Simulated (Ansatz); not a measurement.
**A self-consistent single point of a (100) slab of LuCl3 (cut from a parent of space group no. 194; 8 atoms in the cell) with Ansatz (an electronic-structure program)**

Method of the run: LDA (PW92), default PAW files made with PBE (plane waves; Ansatz).

The input file:

Ansatz 0.2 input:
```yaml
# LuCl3
crystal:
  lattice:
    - [9.41660000, 0.00000000, 0.00000000]
    - [0.00000000, 3.45520700, 0.00000000]
    - [0.00000000, 0.00000000, 18.63371600]
  atoms:
    - { symbol: Lu, position: [0.50000000, 0.25000000, 0.57294100] }
    - { symbol: Lu, position: [0.00000000, 0.75000000, 0.42705900] }
    - { symbol: Cl, position: [0.32385000, 0.75000000, 0.62433700] }
    - { symbol: Cl, position: [0.17615000, 0.25000000, 0.37566300] }
    - { symbol: Cl, position: [0.00000000, 0.25000000, 0.52984600] }
    - { symbol: Cl, position: [0.50000000, 0.75000000, 0.47015400] }
    - { symbol: Cl, position: [0.67615000, 0.75000000, 0.62433700] }
    - { symbol: Cl, position: [0.82385000, 0.25000000, 0.37566300] }
basis:
  ecutwfc: 420.0 eV
kpoints:
  mp_grid: { grid: [3, 7, 1] }
hamiltonian:
  xc: lda
  pseudopotentials: { kind: paw }
scf:
  occupations: { method: fermi_dirac, width: 0.05 eV }
output:
  forces: true
  eigenvalues: true
  stress: true
```

The program printed (abridged):

```
WARN ansatz: RAYON_NUM_THREADS=1 ignored (pool sized by the plan → 1); use --threads N
Pseudopotentials: kind: paw
Pseudopotential: Lu, paw, valence charge 25
Pseudopotential: Cl, paw, valence charge 7
Crystal: 8 atoms, lattice volume = 606.272 Å³
Basis set: ecut = 420 eV, 11879 PW (Γ)
Bands: 56, of which v1, the nominal top of the filled ones, is band 46 counted from 1 (45 counted from 0)
Symmetry: 8 space group operations
Space group: Pmmn (ITA 59), of the structure as read, at distance tolerance 8.5e-5 Å
k-points: 8 of 21
PAW frozen core: Lu, regenerated for the run's functional, and the local potential with it
PAW frozen core: Cl, regenerated for the run's functional, and the local potential with it
Initial density: superposition of atomic densities (neutral atoms: chi_scale 0, normalization atom), corrected by the library's trained network
Initial wavefunctions: pseudopotential atomic-orbital guess
Eigensolver: davidson
Functional: x = slater, c = lda
SCF iter   1: F=—  HF=-35267.135178 eV  |F-HF|=—  |Δ(HF+E_count)|=         —  Δρ=3.84e-3  dr2=1.03e-1  ethr=1.77e-3  ⟨swp⟩=6.5  Hψ=1943  notcnv=0  defer=3
all-band conjugate gradients solve this SCF's bands
preconditioner: auto → Resta (q_TF=auto, 1.993 Å⁻¹)
SCF iter   2: F=—  HF=-35267.112786 eV  |F-HF|=—  |Δ(HF+E_count)|=   2.24e-2  Δρ=1.82e-3  dr2=1.47e-2  ethr=1.12e-4  ⟨swp⟩=3.0  Hψ=885  notcnv=0  defer=34
SCF iter   3: F=—  HF=-35267.111319 eV  |F-HF|=—  |Δ(HF+E_count)|=   1.47e-3  Δρ=7.71e-4  dr2=2.86e-3  ethr=1.59e-5  ⟨swp⟩=2.0  Hψ=765  notcnv=0  defer=34
SCF iter   4: F=—  HF=-35267.109136 eV  |F-HF|=—  |Δ(HF+E_count)|=   2.18e-3  Δρ=3.22e-4  dr2=5.66e-4  ethr=3.11e-6  ⟨swp⟩=2.0  Hψ=771  notcnv=0  defer=34
SCF iter   5: F=—  HF=-35267.109052 eV  |F-HF|=—  |Δ(HF+E_count)|=   8.40e-5  Δρ=6.90e-5  dr2=3.61e-5  ethr=6.15e-7  ⟨swp⟩=2.0  Hψ=752  notcnv=0  defer=34
SCF iter   6: F=—  HF=-35267.109044 eV  |F-HF|=—  |Δ(HF+E_count)|=   7.95e-6  Δρ=1.84e-5  dr2=2.42e-6  ethr=3.92e-8  ⟨swp⟩=2.0  Hψ=722  notcnv=0  defer=34
SCF iter   7: F=-35267.109046 eV  HF=-35267.109046 eV  |F-HF|=5.41e-8  |Δ(HF+E_count)|=   1.45e-6  Δρ=3.26e-6  dr2=9.49e-8  ethr=1.09e-10  ⟨swp⟩=13.2  Hψ=2791  notcnv=0
SCF 1 converged in 7 iterations: F = -35267.109046 eV  dr2 = 9.49e-8
SCF converged after 7 iterations
Free energy (F): -35267.109046 eV
Harris-Foulkes:  -35267.109046 eV  (|F-HF|=5.41e-8)
Internal energy: -35267.109046 eV  (E = F + TS)
E sigma→0 (E₀):  -35267.109046 eV
Fermi energy:    -2.197339 eV
--- Per-component energies (eV) ---
  E_band       = -1166.984237
  E_kinetic    = 1804.135744
  E_local      = -55479.792358  (includes V_loc(G=0)·N_el)
  E_nonlocal   = 1357.633375
  E_hartree    = 25846.043098
  E_xc         = -1067.459065
  E_vxc        = -1243.449147  (∫ρ·V_xc dr)
  E_paw        = -18023.608999  (= ΣΔE_a)
  E_vpaw       = 702.354327  (= ΣTr[D̂ρ^β])
  E_aug_tail   = 0.000645  (compensation charges beyond the density's cutoff)
  E_ewald      = 10290.158294
  E_core_change = 5.780220  (= ΣΔE_core)
  E_smearing   = -0.000000  (= −TS)
  E_closure    = -0.000000  (closes the sum)
  Σ components = -35267.109046   (vs F -35267.109046, Δ=0.00e0)
--- Forces (eV/Å), atoms counted from 1 ---
  atom   1  Lu     0.00000000     0.00000000     0.00481294
  atom   2  Lu     0.00000000     0.00000000    -0.00481294
  atom   3  Cl     0.09962376     0.00000000    -0.11060864
  atom   4  Cl    -0.09962376     0.00000000     0.11060864
  atom   5  Cl     0.00000000     0.00000000    -0.11165588
  atom   6  Cl     0.00000000     0.00000000     0.11165588
  atom   7  Cl    -0.09962376     0.00000000    -0.11060864
  atom   8  Cl     0.09962376     0.00000000     0.11060864
  max |Σ_I F_I| component: 1.39e-17 eV/Å
--- Stress (GPa, compression-positive) ---
       -0.398320       0.000000       0.000000
        0.000000      -0.788833       0.000000
        0.000000       0.000000      -0.300957
  P = ⅓ Tr σ = -0.4960 GPa (-4.960 kbar)
  The stress holds the Pulay correction. Without it, at fixed plane waves, as pw.x and ABINIT print it: P = -0.5022 GPa
--- Band table (eV; the first three rows and the last of 8) ---
  k-point 0: bands = ["-58.0509", "-58.0509", "-28.8416", "-28.8416", "-28.8415", "-28.8409", "-28.6292", "-28.6292", "-17.5233", "-17.4205", "-16.8697", "-16.8145", "-16.8095", "-16.7669", "-7.4090", "-7.1735", "-6.9386", "-6.9244", "-6.9178", [...]
  k-point 1: bands = ["-58.0488", "-58.0488", "-28.8295", "-28.8294", "-28.8294", "-28.8288", "-28.7010", "-28.7010", "-17.3872", "-17.2906", "-16.8571", "-16.8069", "-16.8021", "-16.7646", "-7.1871", "-7.0288", "-6.9313", "-6.9161", "-6.9070", [...]
  k-point 2: bands = ["-58.0441", "-58.0441", "-28.8576", "-28.8576", "-28.8020", "-28.8020", "-28.8020", "-28.8015", "-17.0700", "-16.9957", "-16.8274", "-16.7910", "-16.7872", "-16.7633", "-7.0203", "-6.9886", "-6.9035", "-6.8947", "-6.8881", [...]
  k-point 7: bands = ["-58.0403", "-58.0403", "-28.9789", "-28.9789", "-28.7799", "-28.7799", "-28.7796", "-28.7795", "-16.7971", "-16.7968", "-16.7765", "-16.7745", "-16.7698", "-16.7652", "-7.2411", "-7.2222", "-6.8692", "-6.8657", "-6.8595", [...]
```

The run converged in 7 iterations.

The starting cell comes from a database of computed structures (which also holds hypothetical and non-ambient phases and stackings), without a prior relaxation at this level. The slab is cut from that crystal, and its faces are unrelaxed. Its lattice was rescaled by up to half a per cent. Spin-orbit coupling is off. Spin polarisation is off, though cut faces can carry moments; a gap of a slab can lie between surface states.
